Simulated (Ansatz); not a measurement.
A user runs Ansatz (a quantum-chemistry and plane-wave program) on Zr3Al (P6_3/mmc, 8 atoms in the cell) and asks whether the run is sound. The aim is a self-consistent single point with DFT, PBEsol, plane waves, default PAW files made with PBE.

Cell that was meant: a = 6.3544 Å, b = 6.3544 Å, c = 5.1879 Å, α = 90.00°, β = 90.00°, γ = 120.00°.

Part of the input:

Ansatz 0.2 input:
```yaml
    - { symbol: Al, position: [0.333333, 0.666667, 0.750000] }
basis:
  ecutwfc: 420.0
  ecutrho_ratio: 1
kpoints:
  mp_grid: { grid: [6, 6, 7] }
hamiltonian:
```

Output (repeated stretches shortened):

```
   [... lines left out ...]
PAW frozen core: Al, regenerated for the run's functional, and the local potential with it
Initial density: superposition of atomic densities (neutral atoms: chi_scale 0, normalization atom), corrected by the library's trained network
Initial wavefunctions: pseudopotential atomic-orbital guess
Eigensolver: davidson
Functional: x = pbesol(κ = 0.804, μ = 0.12345679012345678), c = pbesol(β = 0.046)
SCF iter   1: F=—  HF=-25823.230289 eV  |F-HF|=—  |Δ(HF+E_count)|=         —  Δρ=4.77e-3  dr2=2.82e-2  ethr=1.77e-3  ⟨swp⟩=6.2  Hψ=5283  notcnv=0
all-band conjugate gradients solve this SCF's bands
preconditioner: auto → Kerker (q_TF=auto, 2.370 Å⁻¹)
SCF iter   2: F=—  HF=-25823.227984 eV  |F-HF|=—  |Δ(HF+E_count)|=   2.30e-3  Δρ=2.88e-3  dr2=1.23e-2  ethr=3.61e-5  ⟨swp⟩=2.0  Hψ=2122  notcnv=0
SCF iter   3: F=—  HF=-25823.226648 eV  |F-HF|=—  |Δ(HF+E_count)|=   1.34e-3  Δρ=3.56e-4  dr2=1.63e-4  ethr=1.57e-5  ⟨swp⟩=2.1  Hψ=1650  notcnv=0
SCF iter   4: F=—  HF=-25823.226636 eV  |F-HF|=—  |Δ(HF+E_count)|=   1.15e-5  Δρ=1.35e-4  dr2=3.28e-5  ethr=2.09e-7  ⟨swp⟩=2.1  Hψ=2326  notcnv=0
SCF iter   5: F=—  HF=-25823.224923 eV  |F-HF|=—  |Δ(HF+E_count)|=   1.71e-3  Δρ=3.78e-5  dr2=2.75e-6  ethr=4.21e-8  ⟨swp⟩=3.0  Hψ=2433  notcnv=0
SCF iter   6: F=-25823.224922 eV  HF=-25823.224922 eV  |F-HF|=3.60e-8  |Δ(HF+E_count)|=   4.84e-7  Δρ=5.27e-6  dr2=7.24e-8  ethr=1.28e-10  ⟨swp⟩=8.1  Hψ=5922  notcnv=0
SCF 1 converged in 6 iterations: F = -25823.224922 eV  dr2 = 7.24e-8
Free energy (F): -25823.224922 eV
Internal energy: -25823.197027 eV  (E = F + TS)
E sigma→0 (E₀):  -25823.210975 eV
Entropy (-TS):   -0.027895 eV (-3.487 meV/atom)
Fermi energy:    11.700622 eV
--- Forces (eV/Å), atoms counted from 1 ---
  atom   1  Zr    -0.02672588    -0.01543020     0.00000000
  atom   2  Zr     0.02672588     0.01543020     0.00000000
  atom   3  Zr     0.00000000    -0.03086039     0.00000000
  atom   4  Zr    -0.00000000     0.03086039     0.00000000
  atom   5  Zr     0.02672588    -0.01543019     0.00000000
  atom   6  Zr    -0.02672588     0.01543019     0.00000000
  atom   7  Al     0.00000000    -0.00000000     0.00000000
   [... lines left out ...]
  P = ⅓ Tr σ = -7.4097 GPa (-74.097 kbar)
  The stress holds the Pulay correction, which leaves out the density cutoff's part. Without it, at fixed plane waves, as pw.x and ABINIT print it …
settings of this run that can trade accuracy for cost: basis.ecutrho_ratio < 4. Do not mix this run's numbers with those of runs without the same settings …
```

Task: Is this run sound? If not, what is wrong?

Result: The run is not sound. The fault is a density cutoff or grid that is too coarse. The charge density holds wave vectors up to twice those of the orbitals (four times the energy cutoff), and augmentation charges need more still. To fix it, restore the density cutoff. The run converged in 6 iterations without an error; against the sound input the free energy goes down by 62.0 meV/atom, the pressure goes from -9.26 to -7.41 GPa and the largest force goes from 0.083 to 0.031 eV/Å. The full log also holds (shortened here): “WARN basis.ecutrho_ratio = 1 (ecutrho = 420 eV) is below the records' recommended cutoff”. At a fixed set of plane waves, without the program's Pulay estimate, the pressure is -7.44 GPa against -9.27 GPa.

An input that runs soundly differs in these lines (not the only fix; some lines may just follow from the change or write a value another way):
```diff
-  ecutrho_ratio: 1
```

With that input, the run converged in 7 iterations: free energy E − TS (on the zero of these files) -25822.7288 eV; Fermi level (on the code's own zero) 11.70 eV; pressure -9.26 GPa; largest force (vector length) 0.083 eV/Å (DFT, PBEsol, plane waves, default PAW files made with PBE).

On the sound input: the starting cell comes from a database of computed structures (which also holds hypothetical and non-ambient phases and stackings), without a prior relaxation at this level. Its lattice was rescaled by a random factor within 2.5 % of one. With a pressure of about -9 GPa the cell is away from its equilibrium volume at this level. Ansatz's pressure includes its estimate of the finite-basis (Pulay) stress.
